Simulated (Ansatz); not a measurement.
How a calculation on LiTi2Te4 (C2/m, 7 atoms in the cell) responds to its settings

```xyz
7
Lattice="7.6444 -1.9169 0.0000 7.6444 1.9169 0.0000 -2.8653 0.0000 5.9900" Properties=species:S:1:pos:R:3 pbc="T T T"
Li     0.0000     0.0000     0.0000
Ti     3.0734     0.0000     1.5611
Ti     9.3502     0.0000     4.4290
Te    11.7986     0.0000     3.1975
Te     0.6250     0.0000     2.7925
Te     5.5112     0.0000     0.2144
Te     6.9124     0.0000     5.7756
```
Moments meant for the start (each program seeds them in its own way; μB, in the order of the atoms Li Ti Ti Te Te Te Te): 0.0 1.0 1.0 0.0 0.0 0.0 0.0.

Base run A: PBEsol, default PAW files made with PBE in Ansatz (an electronic-structure program), self-consistent single point.

Its settings: basis.ecutwfc = 420 eV; kpoints.mp_grid.grid = 7 7 4; hamiltonian.xc = pbesol; hamiltonian.pseudopotentials = {kind: paw} (the program's default PAW files); magnetization.spin_polarized = true; scf.occupations.method = cold; scf.occupations.width = 0.136 eV.

The starting cell comes from a database of computed structures (which also holds hypothetical and non-ambient phases and stackings), without a prior relaxation at this level. Its lattice was rescaled by a random factor within 2.5 % of one. The starting moments vanished: the run ended non-magnetic. The program warned that a starting moment was not kept. Ansatz's pressure includes its estimate of the finite-basis (Pulay) stress.

ΔF is the free energy per atom less that of run A. 

Run A gave: pressure (GPa) -0.63; largest force (eV/Å) 0.302; size of the net moment (μB/atom) 0.00; TS (meV/atom) 0.8; k-points 60.

Runs:
- B: kpoints.mp_grid.grid, scf.occupations.width = 6 6 4, 0.03 eV
- C: kpoints.mp_grid.grid, scf.occupations.width = 6 6 4, 0.1 eV
- D: kpoints.mp_grid.grid, scf.occupations.width = 6 6 4, 0.3 eV
- E: kpoints.mp_grid.grid, scf.occupations.width = 7 7 4, 0.03 eV
- F: kpoints.mp_grid.grid, scf.occupations.width = 7 7 4, 0.1 eV
- G: kpoints.mp_grid.grid, scf.occupations.width = 7 7 4, 0.3 eV
- H: kpoints.mp_grid.grid, scf.occupations.width = 7 7 5, 0.03 eV
- I: kpoints.mp_grid.grid, scf.occupations.width = 7 7 5, 0.1 eV
- J: kpoints.mp_grid.grid, scf.occupations.width = 7 7 5, 0.3 eV

Task: What does run J change against A?

Result: The free energy falls by 2.3 meV/atom, the pressure hardly changes (-0.63 to -0.53 GPa) and the largest force goes from 0.302 to 0.283 eV/Å.

Task: What does run D change against A?

Result: The free energy goes down by 2.7 meV/atom, the pressure hardly changes (-0.63 to -0.57 GPa) and the largest force goes from 0.302 to 0.288 eV/Å.

| run | ΔF (meV/atom) | pressure (GPa) | largest force (eV/Å) | size of the net moment (μB/atom) | TS (meV/atom) | k-points |
|---|---|---|---|---|---|---|
| A | 0.00 | -0.63 | 0.302 | 0.00 | 0.8 | 60 |
| B | 0.55 | -0.66 | 0.305 | 0.01 | 0.0 | 47 |
| C | 0.40 | -0.66 | 0.305 | 0.00 | 0.5 | 47 |
| D | -2.7 | -0.57 | 0.288 | 0.00 | 8.3 | 47 |
| E | 0.24 | -0.63 | 0.300 | 0.00 | 0.0 | 60 |
| F | 0.14 | -0.63 | 0.302 | 0.00 | 0.3 | 60 |
| G | -2.8 | -0.55 | 0.287 | 0.00 | 8.1 | 60 |
| H | 1.07 | -0.61 | 0.298 | 0.02 | 0.0 | 72 |
| I | 0.74 | -0.61 | 0.296 | 0.00 | 0.6 | 72 |
| J | -2.3 | -0.53 | 0.283 | 0.00 | 8.0 | 72 |

Keys are those of Ansatz 0.2.
